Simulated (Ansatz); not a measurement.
## A computed series for BN: response to strain

The reference is BN in the wurtzite structure (space group P6_3mc, No. 186; a = 2.555 Å, c = 4.225 Å). Axes: x lies along a and z along c of the hexagonal cell.

Strains are applied to the cell and any free atomic positions relax; under biaxial strain the out-of-plane vector relaxes too.

All numbers come from Ansatz (a program for electronic structure), PBE, PAW, cutoff 420 eV, no spin-orbit coupling.

Notes on the quantities. in-plane stress: mean in-plane stress (compression positive).

| change | in-plane stress | shortest interatomic distance | out-of-plane strain |
|---|---|---|---|
| base | – | 1.567 Å | – |
| biaxial strain +0.60 %, plane normal [001], relaxed out of plane | -6.1 GPa | 1.575 Å | -0.07 % |
| biaxial strain +1.20 %, plane normal [001], relaxed out of plane | -11.8 GPa | 1.581 Å | -0.14 % |
| biaxial strain +1.80 %, plane normal [001], relaxed out of plane | -17.3 GPa | 1.580 Å | -0.20 % |
| biaxial strain +2.40 %, plane normal [001], relaxed out of plane | -22.4 GPa | 1.579 Å | -0.27 % |
| biaxial strain +3.00 %, plane normal [001], relaxed out of plane | -27.2 GPa | 1.578 Å | -0.33 % |

Stability against distortions was not tested.
